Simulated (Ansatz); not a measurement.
A zone-centre phonon calculation of TiC (Fm-3m, 2 atoms in the cell) with Ansatz (a first-principles code).

Level of theory: PBE (plane waves, PAW; Ansatz).

```
CELL_PARAMETERS angstrom
      0.00000     2.15850     2.15850
      2.15850     0.00000     2.15850
      2.15850     2.15850     0.00000
ATOMIC_POSITIONS crystal
  Ti 0.00000 0.00000 0.00000
  C  0.50000 0.50000 0.50000
```

Reference input (self-consistent single point, DFT, PBE, plane waves, default PAW files): basis.ecutwfc = 30.9 Ry; kpoints.mp_grid.grid = 13 13 13; hamiltonian.xc = pbe; hamiltonian.pseudopotentials = {kind: paw} (the program's default PAW files); scf.occupations.method = fermi_dirac; scf.occupations.width = 0.0073 Ry. This run's input differs from it in these lines:

```diff
@@ -18,6 +18,5 @@
   occupations: { method: fermi_dirac, width: 0.0073 Ry }
-output:
-  forces: true
-  eigenvalues: true
-  stress: true
+  convergence: { dr2_threshold: 1.0e-03 eV }
+phonons:
+  method: dfpt
```

The program printed (abridged):

```
SCF iter   1: F=—  HF=-2752.275554 eV  |F-HF|=—  |Δ(HF+E_count)|=         —  Δρ=3.79e-3  dr2=2.10e-3  ethr=1.77e-3  ⟨swp⟩=4.3  Hψ=11707  notcnv=0
all-band conjugate gradients solve this SCF's bands
preconditioner: auto → none
SCF iter   2: F=—  HF=-2752.275077 eV  |F-HF|=—  |Δ(HF+E_count)|=   4.77e-4  Δρ=2.40e-3  dr2=9.73e-4  ethr=1.31e-5  ⟨swp⟩=1.0  Hψ=3920  notcnv=0
   [... lines left out ...]
SCF iter   4: F=-2752.274955 eV  HF=-2752.274955 eV  |F-HF|=7.40e-8  |Δ(HF+E_count)|=   2.10e-6  Δρ=3.42e-5  dr2=1.19e-7  ethr=1.46e-8  ⟨swp⟩=2.1  Hψ=3682  notcnv=0
iter 5 did not close the SCF: its close was put off for the readings that it lacked (scf_convergence_deferred on its scf_iter line)
SCF iter   5: F=-2752.274955 eV  HF=-2752.274955 eV  |F-HF|=2.56e-10  |Δ(HF+E_count)|=   2.99e-8  Δρ=6.02e-6  dr2=5.34e-9  ethr=7.43e-10  ⟨swp⟩=2.0  Hψ=3826  notcnv=0
SCF iter   6: F=-2752.274955 eV  HF=-2752.274955 eV  |F-HF|=1.29e-10  |Δ(HF+E_count)|=  6.84e-10  Δρ=1.03e-6  dr2=1.76e-10  ethr=3.34e-11  ⟨swp⟩=4.3  Hψ=10837  notcnv=0
SCF 1 converged in 6 iterations: F = -2752.274955 eV  dr2 = 1.76e-10
DFPT response loops at Γ: preconditioner auto → Kerker (q_TF=auto, 2.626 Å⁻¹) (partly filled bands, converged f_vac=0.000) …
Free energy (F): -2752.274955 eV
Internal energy: -2752.265244 eV  (E = F + TS)
E sigma→0 (E₀):  -2752.270099 eV
Entropy (-TS):   -0.009711 eV (-4.855 meV/atom)
Fermi energy:    14.863595 eV
--- Phonons (Γ-DFPT): 2 representative perturbations + reference, on 196 of 2197 k-points (Σ response iterations 6) ---
  k mesh reduced under 8 symmetry operations, with k and −k counted as one. Each operation leaves every solved perturbation unchanged …
  ASR residual: 8.164e-4 → 0.000e0 eV/Å²; symmetrization residual: 5.362e-8 eV/Å²
  ASR residual per site (eV/Å²): 3.30e-4 8.16e-4
  Γ frequencies (cm⁻¹): 0.00 0.00 0.00 525.57 525.57 525.57
  non-analytic LO–TO correction: not included (Born effective charges unavailable; polar crystals: no LO–TO splitting at Γ)
```

The run converged in 6 iterations.  The full log also holds: “iter 4 did not close the SCF: its close was put off for the readings that it lacked (scf_convergence_deferred on its scf_iter line)”.

Summary of the result:
| Item | Result |
|---|---|
| Free energy E − TS (on the zero of these files) | -2752.2750 eV |
| Fermi level (on the code's own zero) | 14.86 eV |
| Zone-centre frequencies (cm⁻¹; negative means imaginary) | 0, 0, 0, 526, 526, 526 |

The starting cell has typed, rounded lattice constants, without a prior relaxation at this level. Its lattice was rescaled by up to half a per cent. Spin polarisation is off.

Keys are those of Ansatz 0.2.
